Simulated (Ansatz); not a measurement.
Start from CdS in the wurtzite structure (space group P6_3mc, No. 186; a = 4.123 Å, c = 6.711 Å). Axes: x lies along a and z along c of the hexagonal cell.

Perturbation: biaxial strain +0.79 %, plane normal [001], relaxed out of plane (Cartesian); in-plane vectors clamped, the third vector and the atoms free.

Levels (all Ansatz, a first-principles code, PAW): PBEsol (420 eV, no SOC); r2SCAN (500 eV, no spin-orbit coupling); HSE06 (420 eV, no SOC).

One geometry, relaxed with PBEsol, under each level:

| level | band gap | lowest conduction level above the VBM at special points | pressure |
|---|---|---|---|
| PBEsol | 1.10 eV | Γ 1.10 eV; A 2.73 eV; L 3.40 eV; M 3.65 eV | -0.49 GPa |
| r2SCAN | 1.70 eV | Γ 1.70 eV; A 3.30 eV; L 3.94 eV; M 4.21 eV | 1.23 GPa |
| HSE06 | 2.26 eV | Γ 2.26 eV; A 3.92 eV; L 4.57 eV | – |

Single points use the geometry relaxed with PBEsol. Their cutoffs differ, which shifts pressures a little. Whether these cells are dynamically stable was not tested.
